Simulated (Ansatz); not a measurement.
Structures of equal composition on the (111)B surface of zinc-blende ZnS (S plane on top): 2x2 Zn adatom at H3; 2x2 Zn adatom at T4. The slabs share one bottom face, and each structure is named by its start. These are constructed structures in small cells; real faces may alloy, dewet or reconstruct in larger ones, and not all known structures of the face are among them. Slabs of about 13 Å with all that they carry, Fermi-Dirac smearing of 0.025 eV. Bottom of the slabs: H caps. Relaxed from the named starts with such symmetry as they have, on meshes of like density; energies extrapolated to zero smearing; no spin-orbit coupling, no U. Spin-polarised runs, if any, are marked in brackets, and their order is one that fits the cell; the others ran without spin. Where a second, spin-polarised start was run, the lower counts.

Host crystal: zinc-blende ZnS, with a band gap (PBE, scalar-relativistic without spin-orbit coupling).

Computed with PBE (plane waves to 420 eV, PAW; Ansatz, a quantum-chemistry and plane-wave program).

Q: Put the candidates in order of energy per 1x1 cell, lowest first, for PBE.

A: 2x2 Zn adatom at H3 (0.000 eV, gap 1.31 eV on the mesh), 2x2 Zn adatom at T4 (0.067 eV (3 S–Zn bonds formed), gap 1.50 eV on the mesh)
